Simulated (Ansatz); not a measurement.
## CdO (model structure, started from the BN type, Pm-3n, No. 223, 12 atoms in the cell)

The numbers are results of PBEsol (plane waves, PAW; Ansatz, an electronic-structure program), not measurements.

Run with plane-wave cutoff 520 eV, 6×6×6 k mesh, Fermi–Dirac smearing 0.01 eV, scalar-relativistic PAW data made under PBE.

Cell (relaxed at this level):

```cif
data_Cd6O6
_chemical_formula_sum 'Cd6 O6'
_space_group_name_H-M_alt 'Pm-3n'
_space_group_IT_number 223
_space_group_name_Hall '-P 4n 2 3'
_cell_length_a 6.19345
_cell_length_b 6.19345
_cell_length_c 6.19345
_cell_angle_alpha 90.000
_cell_angle_beta 90.000
_cell_angle_gamma 90.000
loop_
_atom_site_label
_atom_site_type_symbol
_atom_site_symmetry_multiplicity
_atom_site_Wyckoff_symbol
_atom_site_fract_x
_atom_site_fract_y
_atom_site_fract_z
_atom_site_occupancy
Cd1 Cd 6 c 0.00000 0.50000 0.25000 1
O1 O 6 d 0.00000 0.25000 0.50000 1
```

For CdO (model structure, started from the BN type, Pm-3n, No. 223, 12 atoms in the cell), the band gap is 0.26 eV (on the SCF k mesh).

Note: the relaxation could raise the start's symmetry but not lower it, so the cell can be a saddle point.

Spin–orbit coupling is not included.

Static lattice: no zero-point or thermal effects.

The result took very roughly 5 core-minutes.

A model structure was made by putting elements into a prototype or built by hand; it is no filed structure, need not be a known phase, and can be a saddle point held by its symmetry.
